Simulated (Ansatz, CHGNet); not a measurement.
For NbP (I4₁md, No. 109, 4 atoms in the cell; start mp-9339), the machine-learned potential CHGNet-r²SCAN (trained on r²SCAN data) gives:

```
Item                   Value
------------------  --------
lattice constant a   3.305 Å
c axis length       11.812 Å
```

Q: What does r²SCAN-D4 (PAW; Ansatz, a first-principles code) give for the same quantities?

A: 
- lattice constant a: 3.333 Å (increases by 0.8 %)
- lattice parameter c: 11.416 Å (shrinks by 3.4 %)

Changes are worked out from the printed values.

Unless a cell is named, each level is at its own relaxed cell (CHGNet-r²SCAN 16.13, r²SCAN-D4 15.86 Å³/atom).

Caveats: the relaxation could not lower the start's symmetry, so the cell can be a saddle point above a distorted one (CHGNet-r²SCAN, r²SCAN-D4). Ansatz's density-functional and Hartree–Fock values are scalar-relativistic unless marked +SOC, with PAW data made under PBE.

A start named mp-… is a Materials Project structure, which need not be a measured phase.
